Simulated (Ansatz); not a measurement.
A self-consistent single point of Ba2CuBrO2 (R3m, 6 atoms in the cell) with Ansatz (a quantum-chemistry and plane-wave program).

Method of the run: LDA (PW92), default PAW files made with PBE (plane waves; Ansatz).

The change in words: 1 x 1 x 1 supercell, one O atom moved by 0.02 angstrom along z; scf.occupations.method: fixed → fermi_dirac; scf.occupations.width: default → 0.05 eV. Reference geometry:
```
CELL_PARAMETERS angstrom
      2.16142     1.24790     9.81788
     -2.16142     1.24790     9.81788
      0.00000    -2.49580     9.81788
ATOMIC_POSITIONS crystal
  Ba 0.25155 0.25155 0.25155
  Ba 0.74845 0.74845 0.74845
  Cu 0.50000 0.50000 0.50000
  Br 0.00000 0.00000 0.00000
  O  0.56118 0.56118 0.56118
  O  0.43882 0.43882 0.43882
```

Reference input (self-consistent single point, DFT, LDA (PW92), plane waves, default PAW files made with PBE): basis.ecutwfc = 420 eV; kpoints.mp_grid.grid = 7 7 7; hamiltonian.xc = lda; hamiltonian.pseudopotentials = {kind: paw} (the program's default PAW files); scf.occupations.method = fixed. This run's input differs from it in these lines:

Ansatz 0.2 input:
```diff
@@ -12,3 +12,3 @@
     - { symbol: O, position: [0.56118200, 0.56118200, 0.56118200] }
-    - { symbol: O, position: [0.43881800, 0.43881800, 0.43881800] }
+    - { symbol: O, position: [0.43949700, 0.43949700, 0.43949700] }
 basis:
@@ -21,3 +21,3 @@
 scf:
-  occupations: { method: fixed }
+  occupations: { method: fermi_dirac, width: 0.05 eV }
 output:
```

The program printed (abridged):

```
SCF iter   1: F=—  HF=-21926.611354 eV  |F-HF|=—  |Δ(HF+E_count)|=         —  Δρ=1.14e-2  dr2=1.77e-1  ethr=1.77e-3  ⟨swp⟩=8.2  Hψ=7924  notcnv=0
all-band conjugate gradients solve this SCF's bands
preconditioner: auto → Resta (q_TF=auto, 2.306 Å⁻¹)
SCF iter   2: F=—  HF=-21926.587147 eV  |F-HF|=—  |Δ(HF+E_count)|=   2.42e-2  Δρ=7.73e-3  dr2=6.11e-2  ethr=3.05e-4  ⟨swp⟩=3.0  Hψ=3499  notcnv=0  defer=58
   [... lines left out ...]
SCF iter   6: F=—  HF=-21926.572892 eV  |F-HF|=—  |Δ(HF+E_count)|=   6.27e-6  Δρ=4.89e-5  dr2=6.33e-6  ethr=2.01e-7  ⟨swp⟩=2.2  Hψ=2319  notcnv=0  defer=58
SCF iter   7: F=—  HF=-21926.572888 eV  |F-HF|=—  |Δ(HF+E_count)|=   3.62e-6  Δρ=4.20e-5  dr2=2.75e-6  ethr=1.09e-8  ⟨swp⟩=2.0  Hψ=2583  notcnv=0  defer=58
SCF iter   8: F=—  HF=-21926.572888 eV  |F-HF|=—  |Δ(HF+E_count)|=   3.27e-7  Δρ=1.48e-5  dr2=3.79e-7  ethr=4.74e-9  ⟨swp⟩=2.0  Hψ=2595  notcnv=0  defer=58
SCF iter   9: F=-21926.572888 eV  HF=-21926.572888 eV  |F-HF|=2.19e-9  |Δ(HF+E_count)|=   9.99e-9  Δρ=4.24e-6  dr2=4.07e-8  ethr=1.72e-10  ⟨swp⟩=11.3  Hψ=7689  notcnv=0
SCF 1 converged in 9 iterations: F = -21926.572888 eV  dr2 = 4.07e-8
Free energy (F): -21926.572888 eV
Internal energy: -21926.572888 eV  (E = F + TS)
E sigma→0 (E₀):  -21926.572888 eV
Fermi energy:    7.047054 eV
--- Forces (eV/Å), atoms counted from 1 ---
  atom   1  Ba     0.00000000     0.00000000    -0.14417901
  atom   2  Ba     0.00000000    -0.00000000     0.16378931
  atom   3  Cu     0.00000000    -0.00000000     0.27451141
  atom   4  Br     0.00000000    -0.00000000     0.01868062
  atom   5  O      0.00000000     0.00000001    -0.36980632
  atom   6  O      0.00000000    -0.00000000     0.05702899
--- Stress (GPa, compression-positive) ---
       -3.785597       0.000000       0.000000
        0.000000      -3.785597       0.000000
        0.000000       0.000000      -4.472152
  P = ⅓ Tr σ = -4.0144 GPa (-40.144 kbar)
  The stress holds the Pulay correction. Without it, at fixed plane waves, as pw.x and ABINIT print it: P = -4.2355 GPa
```

The run converged in 9 iterations. Against the reference run the free energy stays essentially unchanged (within 1 meV/atom), the pressure goes from -4.15 to -4.01 GPa, the largest force goes from 0.412 to 0.370 eV/Å and the gap on the mesh goes from 2.168 to 2.152 eV.

The starting cell comes from a database of computed structures (which also holds hypothetical and non-ambient phases and stackings), without a prior relaxation at this level. Its lattice was rescaled by up to half a per cent. For this run, on top of that: 1 x 1 x 1 supercell, one O atom moved by 0.02 angstrom along z. With a pressure of about -4 GPa the cell is away from its equilibrium volume at this level. Ansatz's pressure includes its estimate of the finite-basis (Pulay) stress.
